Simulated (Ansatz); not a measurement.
Start from CdS in the wurtzite structure (space group P6_3mc, No. 186; a = 4.074 Å, c = 6.637 Å). Axes: x lies along a and z along c of the hexagonal cell.

Calculations: LDA (Ansatz, a program for electronic structure; PAW; 420 eV plane waves; scalar-relativistic without spin-orbit coupling).

Base values:

| Quantity | Result |
|---|---|
| Valence-band top at Γ | 0.00, 0.00, -0.06 eV |
| Electron mass | 0.11 mₑ along c, 0.11 mₑ across (at Γ) |

Now apply this change: tensor shear ε_xz = +0.33 % (engineering shear γ = 0.0066), atoms relaxed at fixed cell.

Task: Predict the new valence-band top at Γ.

Result: The valence-band top at Γ (three highest levels, from the VBM) stays 0.00, 0.00, -0.06 eV.

Task: How does this affect the stress?

Result: The stress (xx, yy, zz, yz, xz, xy; compression positive) comes out as (-0.01, -0.01, 0.01, 0.00, -0.10, 0.00) GPa.

Task: Predict the new electron mass.

Result: The electron mass becomes 0.11 mₑ along z, 0.11 mₑ across (at Γ) (base: 0.11 mₑ along c, 0.11 mₑ across (at Γ)).

The levels and masses belong to the bands next to the band gap. The cells carry an imposed strain or load. Masses are band curvatures over ±0.01 Å⁻¹ around the edge. No phonon test of stability was made.
